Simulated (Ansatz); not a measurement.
## MoSi2, response to strain

Base system: MoSi₂ (space group I4/mmm, No. 139; a = 3.174 Å, c = 7.779 Å; relaxed with 0.1 eV smearing). Axes: x, y, z lie along a, b, c of the conventional cell.

Strains are applied to the cell and any free atomic positions relax.

Computed with Ansatz (a quantum-chemistry and plane-wave program) LDA, without spin-orbit coupling.

Notes on the quantities. energy relative to the base: free energy F; pressure: mean of the normal stresses, compression positive.

| variant | energy relative to the base | volume per atom | pressure |
|---|---|---|---|
| base | 0 meV/atom | 13.06 Å³ | 0.0 GPa |
| uniaxial strain ε_xx = −3.00 % | +16 meV/atom | 12.67 Å³ | 7.1 GPa |
| uniaxial strain ε_xx = −2.50 % | +11 meV/atom | 12.73 Å³ | 5.8 GPa |
| uniaxial strain ε_xx = −1.50 % | +4.0 meV/atom | 12.86 Å³ | 3.4 GPa |
| uniaxial strain ε_xx = +0.50 % | +0.4 meV/atom | 13.13 Å³ | -1.1 GPa |
| uniaxial strain ε_xx = +1.00 % | +1.7 meV/atom | 13.19 Å³ | -2.1 GPa |
| uniaxial strain ε_xx = +1.50 % | +3.8 meV/atom | 13.26 Å³ | -3.1 GPa |
| uniaxial strain ε_xx = +2.00 % | +6.7 meV/atom | 13.32 Å³ | -4.1 GPa |
| uniaxial strain ε_xx = +2.50 % | +10 meV/atom | 13.39 Å³ | -5.0 GPa |
| uniaxial strain ε_xx = +3.00 % | +15 meV/atom | 13.45 Å³ | -5.9 GPa |

No phonon test of stability was made. All final runs are without spin polarisation.
